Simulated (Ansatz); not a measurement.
**W: energy against volume**

W (bcc, Im-3m, 16.132 Å³/atom and stress up to 0.01 GPa in the relaxed cell, cube axes along x, y and z) under hydrostatic pressure, with the cell free. PBE in Ansatz, a plane-wave DFT program (PAW, default set), 420 eV, 20×20×20 Γ-centred mesh, Fermi-Dirac smearing 0.05 eV.

Here V stands for volume and E for E less E0.

| volume (Å³/atom) | E less E0 (meV/atom) | pressure (GPa) |
|---|---|---|
| 16.2404 | 0.71 | -2.02 |
| 16.1861 | 0.19 | -1.02 |
| 16.1321 | 0.00 | 0.00 |
| 16.0854 | 0.12 | 0.89 |
| 16.0230 | 0.70 | 2.10 |
| 15.9029 | 3.15 | 4.50 |
| 15.6894 | 12.11 | 9.01 |
| 15.4253 | 31.84 | 15.01 |
| 14.8477 | ? | ? |

Taking the third-order Birch-Murnaghan form, a cubic in V^(-2/3) for E over the 8 complete rows: With u = V^(-2/3) - 0.1578, the rows have u = -0.0018679, -0.0015194, -0.0011708, -0.0008678, -0.0004606, 0.0003305, 0.0017619, 0.0035780. Least squares gives E = 1.910 + 3289.8·u + 1418060·u² + 106446·u³. Residuals (row less fit): -0.002, 0.005, -0.002, -0.003, 0.004, -0.002, 0.001, 0.000; standard error 0.004 (degrees of freedom: 4). Its minimum lies at u = -0.0011601, so V0 = (0.1566399)^(-3/2) = 16.13. There d²E/du² = 2835000 and d³E/du³ = 638700, so B0 = (4/9) × 16.13^(-7/3) × 2835000 × 0.160218 = 307 GPa (the last factor turns the table's units into GPa), and B0' = 4 + (2/3) × 0.1566399 × (638700)/2835000 = 4.0. B0' rests on the cubic coefficient alone and has a standard error of 0.1 from these residuals.

### Question
Estimate the missing E (V = 14.8477); what did the run itself give?

### Answer
u = 0.0077365, so E = 1.910 + 3289.8 × 0.0077365 + 1418060 × 0.0077365² + 106446 × 0.0077365³ = 112.287 meV/atom. The calculation gives 112.24 meV/atom, 0.047 meV/atom below the prediction (0.0 % of the range of E in the table). The row lies outside the fitted rows, so this is an extrapolation. The scatter of the fitted rows lies at the last printed digit.

In a metal these values are sensitive to mesh and smearing; energies are taken to zero smearing, stresses follow the free energy. Spin-orbit coupling is left out, which can shift these values for the heavy elements here. Other structures, which can take over under pressure, weren't tried. The same form fitted to the pressure column gives B0' = 4.1; series where the two differ by over 0.4 aren't shown. Rows are the converged runs of the series near zero and its far end, less any whose ions stayed unrelaxed beside relaxed ones; series whose fitted rows scatter by over a few per cent of the range, as at a crossing or softening among them, aren't shown in this form.
